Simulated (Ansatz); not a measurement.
# Nb in the diamond structure (space group Fd-3m, No. 227; a hypothetical phase, not in the database extracts checked)

Nb is taken in the cubic space group Fd-3m, origin choice 1 (No. 227), the diamond structure, Pearson symbol cF8. Cell: a = b = c = 5.9054 Å, α = β = γ = 90.00°. Nb on 8b is surrounded by 4 Nb at 2.557 Å (tetrahedral). (Neighbours: up to the widest gap in distance over summed covalent radii, below 1.35, at either atom.)
(The calculation used a cell of 2 atoms; values per cell refer to that cell.)

The values are results of Kohn–Sham DFT with the PBE functional, run in Ansatz (a first-principles code) with PAW and 420 eV plane waves, without spin-orbit coupling, not measurements. Γ-centred 14×14×14 mesh, Fermi–Dirac width 0.05 eV.

| Item | Result |
|---|---|
| Volume per atom | 25.74 Å³ |
| Density | 5.99 g/cm³ |
| Band gap | zero |
| Total energy | -4549.752 eV/atom (σ→0; compares only within this code and set-up) |

No phonon test of stability was made. All final runs are without spin polarisation. Nb has a high density of states at the Fermi level and may be magnetic at this level.
